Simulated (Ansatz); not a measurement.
## Short convergence ladders for a (001) slab of KMgF3 (cut from a parent of space group no. 221; 10 atoms in the cell)

```
CELL_PARAMETERS angstrom
      4.00995     0.00000     0.00000
      0.00000     4.00995     0.00000
      0.00000     0.00000    20.01491
ATOMIC_POSITIONS crystal
  K  0.00000 0.00000 0.44992
  Mg 0.50000 0.50000 0.34974
  F  0.50000 0.00000 0.34974
  F  0.00000 0.50000 0.34974
  F  0.50000 0.50000 0.44992
  K  0.00000 0.00000 0.65026
  Mg 0.50000 0.50000 0.55009
  F  0.50000 0.00000 0.55009
  F  0.00000 0.50000 0.55009
  F  0.50000 0.50000 0.65026
```

Base method: LDA (PW92), default PAW files made with PBE (plane waves; Ansatz, a quantum-chemistry and plane-wave program).

Base settings: basis.ecutwfc = 30.9 Ry; kpoints.mp_grid.grid = 6 6 1; hamiltonian.xc = lda; hamiltonian.pseudopotentials = {kind: paw} (the program's default PAW files); scf.occupations.method = fermi_dirac; scf.occupations.width = 0.0015 Ry.

The count of work is k-points × plane waves × bands × iterations; it is no time. 

**The vacuum with a dipole correction**

In this ladder: efield.axis = 3; efield.dipole_correction = true.

The mesh stays at the base's, so the ladder's end is converged at best in this setting alone.

Only quantities that move along the ladder and can be compared are tabulated.

```tsv
vacuum between outermost atoms (Å)	gap on the mesh (eV)	count of work / last
6.0	5.209	0.46
8.0	5.424	0.54
10.0	5.530	0.61
14.0	5.582	0.88
20.0	5.589	1.0
```

Smallest vacuum between outermost atoms (Å) that holds the gap on the mesh within 0.02 eV of the last step, with all finer ones: 14.0; the step before is off by 0.060 eV.

**The plane-wave cutoff**

The mesh stays at the base's, so the ladder's end is converged at best in this setting alone.

Only quantities that move along the ladder and can be compared are tabulated.

```csv
basis.ecutwfc,free energy less the last step's (meV/atom),largest difference of a force vector from the last step's (eV/Å),gap on the mesh (eV),count of work / last
15.4 Ry,5574.16,0.208,5.516,0.14
18.4 Ry,1891.04,0.210,5.653,0.19
21.7 Ry,521.69,0.036,5.557,0.24
26.1 Ry,70.66,0.010,5.586,0.31
30.9 Ry,5.37,0.001,5.586,0.40
37.1 Ry,1.04,0.000,5.587,0.53
46.3 Ry,0.93,0.001,5.586,0.65
61.7 Ry,0.00,0.000,5.587,1.0
```

Coarsest basis.ecutwfc that holds the gap on the mesh within 0.01 eV of the last step, with all finer ones: 26.1 Ry, at 0.31 of the last step's count of work; the step before is off by 0.030 eV.

Coarsest basis.ecutwfc that holds the free energy within 5 meV/atom of the last step, with all finer ones: 37.1 Ry; the step before is off by 5.4 meV/atom.

Coarsest basis.ecutwfc that holds the forces within 0.02 eV/Å of the last step, with all finer ones: 26.1 Ry, at 0.31 of the last step's count of work; the step before is off by 0.036 eV/Å.

On the base run: the starting cell has typed, rounded lattice constants, without a prior relaxation at this level. The slab is cut from that crystal, and its faces are unrelaxed. Its lattice was rescaled by up to half a per cent. Spin polarisation is off, though cut faces can carry moments; a gap of a slab can lie between surface states. In the base run, forces exceed 1 eV/Å.

Keys are those of Ansatz 0.2.
